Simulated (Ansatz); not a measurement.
Cells marked so need not be the phases stable at ambient conditions, and some may be hypothetical.

No gap correction and no spin-orbit coupling; mid-gap values are interpolated between computed energies.

A. YOF (P4/nmm, not sure to be the ambient phase, 6 atoms a cell, 13.3 Å³ an atom, -2 GPa at this level), along the normal of (001)
B. Bi2O3 (P31c, not sure to be the ambient phase, 20 atoms a cell, 15.8 Å³ an atom), along the normal of (100)
C. LaWN3 (R3c, not sure to be the ambient phase, 10 atoms a cell, 13.0 Å³ an atom, -5 GPa at this level), along the normal of (100)
D. CoSbS (P2_13, not sure to be the ambient phase, 12 atoms a cell, 16.3 Å³ an atom, -3 GPa at this level), along the normal of (110)

**Question.** Rank these by mid-gap decay constant of the slowest evanescent state (highest first), as Ansatz (a quantum-chemistry and plane-wave program) with PBEsol gives it.

**Answer.** A (0.47 1/Å), B (0.24 1/Å), C (0.20 1/Å), D (0.14 1/Å)
